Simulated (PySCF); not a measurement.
PySCF 2.14.0, DF-MP2 (frozen core)/cc-pvtz, df: C[Si@@H]1CC[C@H]1O, 16 atoms. The geometry is a generated start, not checked to be a minimum at this level.

```yaml
task: df-mp2
basis: cc-pvtz
two_electron_scheme: density fitting
frozen_core: true
mf.init_guess: minao (default)
mf.DIIS: CDIIS (default)
mf.diis_space: 8 (default)
mf.conv_tol: 1e-09 (default)
basis functions (reference run): 324
```

On 4 threads, 1 BLAS thread. Build: conda-forge: OpenMP (GNU), OpenBLAS with its own threads, libcint, Libxc. Each setting ran once; only counts and results are compared.

Values of mol.max_memory tried: 8000 MB, 4000 MB, 2000 MB, 1000 MB, 500 MB, 300 MB, 200 MB.

Problem. What happens as the memory setting falls?

Solution. It runs down to 200 MB, the lowest tried, with the same result. At 8000 MB: fitted integrals in memory. From 500 MB down: fitted integrals in a file.

```json
[
 {"mol.max_memory": "8000 MB", "path": "fitted integrals in memory", "peak memory": "0.77 GiB"},
 {"mol.max_memory": "4000 MB", "path": "fitted integrals in memory", "peak memory": "0.76 GiB"},
 {"mol.max_memory": "2000 MB", "path": "fitted integrals in memory", "peak memory": "0.77 GiB"},
 {"mol.max_memory": "1000 MB", "path": "fitted integrals in memory", "peak memory": "0.60 GiB"},
 {"mol.max_memory": "500 MB", "path": "fitted integrals in a file", "peak memory": "0.32 GiB"},
 {"mol.max_memory": "300 MB", "path": "fitted integrals in a file", "peak memory": "0.23 GiB"},
 {"mol.max_memory": "200 MB", "path": "fitted integrals in a file", "peak memory": "0.17 GiB"}
]
```

Peak memory is the kernel's count for the largest process, libraries included and scratch files not.
